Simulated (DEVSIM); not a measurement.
Structure: illuminated Si p-on-n cell, one wavelength, at 300 K.

Layer 1 from the left is Si, thickness (μm) 0.450, Na (cm⁻³) 1.4e18, τn (s) 1e-6, τp (s) 8.6e-6, absorption coefficient (cm⁻¹) 2200. Layer 2 from the left is Si, thickness (μm) 140, Nd (cm⁻³) 2.5e17, τn (s) 4.8e-5, τp (s) 4.8e-5, absorption coefficient (cm⁻¹) 2200.

Left contact: ohmic, minority electron recombination velocity 6e5 cm/s. Right contact: ohmic, minority hole recombination velocity 1e5 cm/s. Voltage is applied to the left contact. Recombination: SRH at mid-gap, radiative, Auger. Light enters at the left, 1.7e17 photons cm⁻² s⁻¹, one pass, no reflection. Mobility is μmin + (μ − μmin)/(1 + (N/Nref)^α).

This is a model device: material constants are rounded textbook-type values typed into the input, and sizes, dopings and lifetimes were drawn at random. Values at 300 K.

Si: gap (eV) 1.124, affinity (eV) 4.05, permittivity 11.7, Nc (cm⁻³) 2.86e19, Nv (cm⁻³) 3.1e19, μn (cm²/Vs) 1417, μp (cm²/Vs) 470, μn,min 52, μp,min 45, Nref,n 9.7e16, Nref,p 2.2e17, αn 0.68, αp 0.72, B (cm³/s) 4.7e-15, Cn (cm⁶/s) 2.8e-31, Cp (cm⁶/s) 9.9e-32.

Model (solved in DEVSIM): 1D drift-diffusion, Boltzmann statistics, complete ionisation; no tunnelling, impact ionisation, image-force lowering or self-heating.

Dark forward current:

| |V| (V) | |J| (A/cm²) |
|---|---|
| 0.15 | 6.819e-10 |
| 0.20 | 4.068e-9 |
| 0.25 | 2.628e-8 |
| 0.30 | 1.765e-7 |
| 0.35 | 1.206e-6 |
| 0.40 | 8.298e-6 |
| 0.45 | 5.725e-5 |
| 0.50 | 0.0003954 |
| 0.55 | 0.002732 |
| 0.60 | 0.01887 |
| 0.65 | 0.1300 |
| 0.70 | 0.8818 |
| 0.75 | 5.438 |
| 0.80 | 23.91 |
| 0.85 | 64.48 |
| 0.90 | 124.7 |
| 0.95 | 201.7 |
| 1.00 | 294.3 |
| 1.05 | 401.9 |
| 1.10 | 524.2 |
| 1.15 | 660.9 |
| 1.20 | 811.7 |
| 1.25 | 976.3 |
| 1.30 | 1154 |
| 1.35 | 1346 |
| 1.40 | 1550 |

Task: Work out the local ideality factor n = ΔV / (kT/q · ln(J2/J1)) between the rows 0.15 and 0.20 V, 0.50 and 0.55 V, 1.35 and 1.40 V.

Result: kT/q = 25.85 mV. From 0.15 to 0.20 V: ln(4.068e-9/6.819e-10) = 1.786, n = 1.08, near the 1 of diffusion or emission over a barrier. From 0.50 to 0.55 V: ln(0.002732/0.0003954) = 1.933, n = 1.00, near the 1 of diffusion or emission over a barrier. From 1.35 to 1.40 V: ln(1550/1346) = 0.141, n = 13.71.

Task: What current could the absorbed light give at most, and what share is collected?

Result: Σ αd = 30.9, so qΦ(1 − exp(−Σ αd)) = 27.2 mA/cm². The simulated short-circuit current is 25.16 mA/cm², a share of 0.92.

Task: Estimate the open-circuit voltage by superposition: the voltage at which the dark current equals that short-circuit current.

Result: Interpolating ln J in the table gives 0.607 V. The simulation gives 0.607 V, the same within the digits that matter. Superposition holds where collection doesn't change with voltage.

Task: Estimate the fill factor from FF0 = (v − ln(v + 0.72))/(v + 1), v = qVoc/(nkT), with n from the dark curve.

Result: The rows about Voc, 0.60 and 0.65 V, give n = 1.00, so v = 23.4 and FF0 = 0.829. The simulation gives 0.827, the same within the digits that matter.
